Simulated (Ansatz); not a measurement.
System: In2Se3 (model structure, started from the Nb2Se3 type, P3m1, No. 156, 5 atoms in the cell). Method: LDA (PAW; Ansatz, a program for electronic structure).

Numerical settings: plane-wave cutoff 520 eV, 18×18×4 k mesh (along the axes of the cell as run), Fermi–Dirac smearing 0.05 eV, scalar-relativistic PAW data made under PBE.

Cell (relaxed at this level):

```cif
data_In2Se3
_chemical_formula_sum 'In2 Se3'
_space_group_name_H-M_alt 'P3m1'
_space_group_IT_number 156
_space_group_name_Hall 'P 3 -2"'
_cell_length_a 3.84917
_cell_length_b 3.84917
_cell_length_c 14.01421
_cell_angle_alpha 90.000
_cell_angle_beta 90.000
_cell_angle_gamma 120.000
loop_
_atom_site_label
_atom_site_type_symbol
_atom_site_symmetry_multiplicity
_atom_site_Wyckoff_symbol
_atom_site_fract_x
_atom_site_fract_y
_atom_site_fract_z
_atom_site_occupancy
In1 In 1 a 0.00000 0.00000 0.48842 1
In2 In 1 a 0.00000 0.00000 0.76247 1
Se1 Se 1 c 0.66667 0.33333 0.61945 1
Se2 Se 1 b 0.33333 0.66667 0.39012 1
Se3 Se 1 c 0.66667 0.33333 0.86453 1
```

Problem. Predict the band gap and direct gap at Γ.

Solution. 
- band gap: 0.42 eV (on the SCF k mesh)
- direct gap at Γ: 0.82 eV

Note: the relaxation could raise the start's symmetry but not lower it, so the cell can be a saddle point.

Spin–orbit coupling is not included.

Computed values are for the static lattice.

A model structure was made by putting elements into a prototype or built by hand; it is no filed structure, need not be a known phase, and can be a saddle point held by its symmetry.
